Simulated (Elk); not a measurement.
## Input and output of a self-consistent single point for Zn (P6_3/mmc, 2 atoms in the cell) (Elk)

Method: PBE, all-electron FP-LAPW, Elk's shipped species files, APW+lo basis with extra local orbitals run with Elk.

Input:

```
tasks
  0

xctype
  20

tforce
  .true.

rgkmax
  8.0

gmaxvr
  18.0

lmaxapw
  10

lmaxo
  8

nxlo
  2

lorbcnd
  .true.

lradstp
  2

nrmtscf
  2.0

lmaxi
  4

stype
  1

swidth
  0.00367493

scale
  4.821359894

avec
    1.0000000000    0.0000000199    0.0000000000
   -0.5000000172    0.8660253939    0.0000000000
    0.0000000000    0.0000000000    1.8639974723

sppath
  './'

atoms
  1   : nspecies
  'Zn.in'   : spfname
  2   : natoms; atposl, bfcmt below
  0.3333333333  0.6666666667  0.2500000000    0.0 0.0 0.0
  0.6666666667  0.3333333333  0.7500000000    0.0 0.0 0.0

ngridk
  13 13 6
```

Output, abridged:

```
│ Elk code version 10.2.4 │

All units are atomic (Hartree, Bohr, etc.)

│ Ground-state run starting from atomic densities │

Lattice vectors :
   4.821359894      0.9594506189E-07   0.000000000
  -2.410680030       4.175420101       0.000000000
   0.000000000       0.000000000       8.987002655

Unit cell volume      :    180.9191771
Brillouin zone volume :    1.371055393

Muffin-tin inner radius fraction :   0.1000000000E-01

Nuclei treated as point charges

Species :    1 (Zn)
 parameters loaded from : Zn.in
 name : zinc
 nuclear charge    :   -30.00000000
 electronic charge :    30.00000000
 atomic mass :    119233.3129
 muffin-tin radius :    2.385679947
 number of radial points in muffin-tin :    999
 atomic positions (lattice), magnetic fields (Cartesian) :
   1 :   0.33333333  0.16666667  0.25000000    0.00000000  0.00000000  0.00000000
   2 :  -0.33333333 -0.16666667 -0.25000000    0.00000000  0.00000000  0.00000000

Total number of atoms per unit cell :    2

Spin treatment :
 spin-unpolarised

Number of Bravais lattice symmetries :   24
Number of crystal symmetries         :   24
Crystal has inversion symmetry
Real symmetric eigensolver will be used

k-point grid :     13    13     6
k-point offset :    0.000000000       0.000000000       0.000000000
k-point set is reduced with full crystal symmetry group
Total number of k-points :       84

Muffin-tin radius times maximum |G+k| :    8.000000000
 using average radius
Maximum |G+k| for APW functions       :    3.353341679
Maximum (1/2)|G+k|²                   :    5.622450209
Maximum |G| for potential and density :    18.00000000
 potential will be trimmed for |G| > 2 gkmax
Constant for pseudocharge density :   11
Radial integration step length :    2

G-vector grid sizes :     28    28    54
Number of G-vectors :    17757

Maximum angular momentum used for
 APW functions                      :   10
 outer part of muffin-tin           :    8
 inner part of muffin-tin           :    4

Total nuclear charge    :   -60.00000000
Total core charge       :    24.00000000
Total valence charge    :    36.00000000
Total excess charge     :    0.000000000
Total electronic charge :    60.00000000

Effective Wigner radius, rₛ :   0.8962205845

Number of empty states         :    8
Total number of valence states :   26
Total number of core states    :   24

Conduction state local-orbitals added automatically
Total number of local-orbitals :  228

Exchange-correlation functional :     20     0     0
 Perdew-Burke-Ernzerhof, Phys. Rev. Lett. 77, 3865 (1996)
 gradient requirement :    1
 generalised gradient approximation (GGA)

Smearing type :    1
 Methfessel-Paxton order 1, Phys. Rev. B 40, 3616 (1989)
Smearing width :   0.3674930000E-02
Effective electronic temperature (K) :    1160.451112

Mixing type :    3
 Broyden mixing, J. Phys. A: Math. Gen. 17, L317 (1984)

Kohn-Sham potential initialised from atomic data

│ Self-consistent loop started │
│ Loop number : 1 │
 total energy                :     -3589.72228371
│ Loop number : 2 │
 total energy                :     -3590.00229216
RMS change in Kohn-Sham potential (target) :   0.1361989395     (  0.1000000000E-05)
Absolute change in total energy (target)   :   0.2800084563     (  0.1000000000E-03)
│ Loop number : 3 │
 total energy                :     -3590.02138639
RMS change in Kohn-Sham potential (target) :   0.1348806151     (  0.1000000000E-05)
Absolute change in total energy (target)   :   0.8909633825E-01 (  0.1000000000E-03)
│ Loop number : 4 │
 total energy                :     -3590.92183432
RMS change in Kohn-Sham potential (target) :   0.6675891592E-01 (  0.1000000000E-05)
Absolute change in total energy (target)   :   0.9227220144     (  0.1000000000E-03)
│ Loop number : 5 │
 total energy                :     -3591.64852196
RMS change in Kohn-Sham potential (target) :   0.2369999823E-01 (  0.1000000000E-05)
Absolute change in total energy (target)   :   0.9573681450     (  0.1000000000E-03)
│ Loop number : 6 │
 total energy                :     -3592.06566409
RMS change in Kohn-Sham potential (target) :   0.6789497975E-02 (  0.1000000000E-05)
Absolute change in total energy (target)   :   0.6564841701     (  0.1000000000E-03)
│ Loop number : 7 │
 total energy                :     -3592.23979500
RMS change in Kohn-Sham potential (target) :   0.7732041816E-03 (  0.1000000000E-05)
Absolute change in total energy (target)   :   0.3382519476     (  0.1000000000E-03)
│ Loop number : 8 │
 total energy                :     -3592.27793282
RMS change in Kohn-Sham potential (target) :   0.1439492667E-03 (  0.1000000000E-05)
Absolute change in total energy (target)   :   0.1227008078     (  0.1000000000E-03)
│ Loop number : 9 │
 total energy                :     -3592.26724163
RMS change in Kohn-Sham potential (target) :   0.5173145495E-04 (  0.1000000000E-05)
Absolute change in total energy (target)   :   0.1998401582E-01 (  0.1000000000E-03)
│ Loop number : 10 │
 total energy                :     -3592.26478638
RMS change in Kohn-Sham potential (target) :   0.3114840679E-04 (  0.1000000000E-05)
Absolute change in total energy (target)   :   0.2540752686E-02 (  0.1000000000E-03)
│ Loop number : 11 │
 total energy                :     -3592.26336091
RMS change in Kohn-Sham potential (target) :   0.1606719362E-04 (  0.1000000000E-05)
Absolute change in total energy (target)   :   0.7902860834E-03 (  0.1000000000E-03)
│ Loop number : 12 │
 total energy                :     -3592.26253794
RMS change in Kohn-Sham potential (target) :   0.3152248194E-05 (  0.1000000000E-05)
Absolute change in total energy (target)   :   0.1020539820E-02 (  0.1000000000E-03)
│ Loop number : 13 │
 total energy                :     -3592.26235071
RMS change in Kohn-Sham potential (target) :   0.2366860158E-06 (  0.1000000000E-05)
Absolute change in total energy (target)   :   0.4423673518E-03 (  0.1000000000E-03)
│ Loop number : 14 │
 total energy                :     -3592.26232754
RMS change in Kohn-Sham potential (target) :   0.9767906298E-07 (  0.1000000000E-05)
Absolute change in total energy (target)   :   0.1337535487E-03 (  0.1000000000E-03)
│ Loop number : 15 │
 total energy                :     -3592.26233028
RMS change in Kohn-Sham potential (target) :   0.2920862502E-07 (  0.1000000000E-05)
Absolute change in total energy (target)   :   0.3070047660E-04 (  0.1000000000E-03)
Convergence targets achieved

│ Loop number : 16 │

Energies :
 Fermi                       :     0.297599035976
 sum of eigenvalues          :     -2053.95182828
 electron kinetic            :      3658.25110419
 core electron kinetic       :      3231.27239135
 Coulomb                     :     -7107.08997956
 Coulomb potential           :     -5525.78717209
 nuclear-nuclear             :     -450.558327024
 electron-nuclear            :     -7787.27613297
 Hartree                     :      1130.74448044
 Madelung                    :     -4344.19639351
 xc potential                :     -186.415760385
 exchange                    :     -140.510694994
 correlation                 :     -2.91275616016
 total energy                :     -3592.26232652

Density of states at Fermi energy :    3.212777289
 (states/Hartree/unit cell)

Estimated indirect band gap :   0.4544782445E-02
 from k-point     12 to k-point      6
Estimated direct band gap   :   0.3248877852E-01
 at k-point     15

Charges :
 core                        :    24.00000000
 valence                     :    36.00000000
 interstitial                :    1.893161993
 muffin-tins (core leakage)
  species :    1 (Zn)
   atom    1                 :    29.05341900     (  0.8891241929E-04)
   atom    2                 :    29.05341900     (  0.8891241929E-04)
 total in muffin-tins        :    58.10683801
 total calculated charge     :    59.99932202
 total charge                :    60.00000000
 error                       :   0.6779802457E-03

│ Self-consistent loop stopped │

Forces :
 species :    1 (Zn)
  atom :    1
   Hellmann-Feynman          :     0.00000000   -0.00000000   -0.00000000
   IBS                       :    -0.00000000    0.00000000    0.00000000
   total force               :    -0.00000000    0.00000000    0.00000000
   total magnitude           :     0.00000000
  atom :    2
   Hellmann-Feynman          :    -0.00000000    0.00000000    0.00000000
   IBS                       :     0.00000000   -0.00000000   -0.00000000
   total force               :     0.00000000   -0.00000000   -0.00000000
   total magnitude           :     0.00000000
```

The run converged in 16 iterations. The count includes the last loop, which Elk runs after its targets are met.

The starting cell comes from a database of computed structures (which also holds hypothetical and non-ambient phases and stackings), without a prior relaxation at this level. Its lattice was rescaled by a random factor within 2.5 % of one. Values depend on the basis (sphere radii, cutoffs, local orbitals), which need not be converged. The log's line on a gap gives a spacing of levels on this mesh, which the program prints for metals too.

Cost on one core of a shared machine: roughly 80 s.
